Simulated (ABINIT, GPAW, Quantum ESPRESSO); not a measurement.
# Bulk modulus against equilibrium volume of rock-salt CaO (space group 225) over programs and functionals

Each row is a third-order Birch-Murnaghan fit to seven to nine volumes of rock-salt CaO (space group 225) in one program and functional, each with its own basis, cutoff and mesh; V0 is in Å^3/atom and B0 in GPa. Along one equation of state d ln B/d ln V = -B', so if levels differed mainly by where they put the minimum, ln B0 would fall on a line in ln V0 with a slope near -B0'.

| program, functional, potentials | ln V0 | ln B0 | V0 (Å^3/atom) | B0 (GPa) |
|---|---|---|---|---|
| ABINIT, LDA, PseudoDojo | 2.566 | 4.861 | 13.01 | 129.1 |
| Quantum ESPRESSO, LDA, GBRV | 2.570 | 4.858 | 13.07 | 128.7 |
| GPAW, LDA, PAW | 2.576 | ? | 13.15 | ? |
| ABINIT, PBEsol, PseudoDojo | 2.603 | 4.750 | 13.51 | 115.6 |
| Quantum ESPRESSO, PBEsol, GBRV | 2.607 | 4.749 | 13.56 | 115.4 |
| GPAW, PBEsol, PAW | 2.613 | 4.743 | 13.64 | 114.7 |
| ABINIT, PBE, PseudoDojo | 2.643 | 4.659 | 14.05 | 105.5 |
| Quantum ESPRESSO, PBE, PSlibrary PAW | 2.646 | 4.657 | 14.10 | 105.3 |
| Quantum ESPRESSO, PBE, GBRV | 2.646 | 4.658 | 14.10 | 105.4 |
| GPAW, PBE, PAW | 2.651 | 4.649 | 14.17 | 104.5 |

Taking a straight line for ln B0 over the 9 complete rows: With u = ln V0 - 2.616, the rows have u = -0.050000, -0.046000, -0.013000, -0.009000, -0.003000, 0.027000, 0.030000, 0.030000, 0.035000. Means: u 0.00011111, ln B0 4.7316. About the means, the sum of products is -0.022012 and the sum of squares of u is 0.0086289; the slope is their ratio. Least squares gives ln B0 = 4.7318 - 2.551·u. Residuals (row less fit): 0.0016, 0.0089, -0.0150, -0.0058, 0.0035, -0.0039, 0.0017, 0.0027, 0.0065; standard error 0.0077 (degrees of freedom: 7). The slope is -2.6; the rows' own B0' run from 4.3 to 4.4, so the line is flatter than -B0': at one and the same volume the levels with the larger V0 are the stiffer ones.

Question: Estimate the missing ln B0 (ln V0 = 2.576); what did the run itself give?

Answer: u = -0.040000, so ln B0 = 4.7318 - 2.551 × (-0.040000) = 4.8338. The calculation gives 4.851, 0.0172 above the prediction (8.1 % of the range of ln B0 in the table). The row lies between fitted rows. From the scatter of the fitted rows alone, a prediction at this place has a standard error of 0.0088, so the miss is 2.0 times that.

The runs keep the symmetry of the cell, so they don't test it for distortions. Spin polarisation is off; occupations are Fermi-Dirac, smeared by 0.05 eV in metals and 0.01 eV otherwise. Left out as too noisy or not bracketing the minimum: 2 further scans. Cutoffs and mesh are single choices, not tested for convergence of this quantity. No row is a reference.
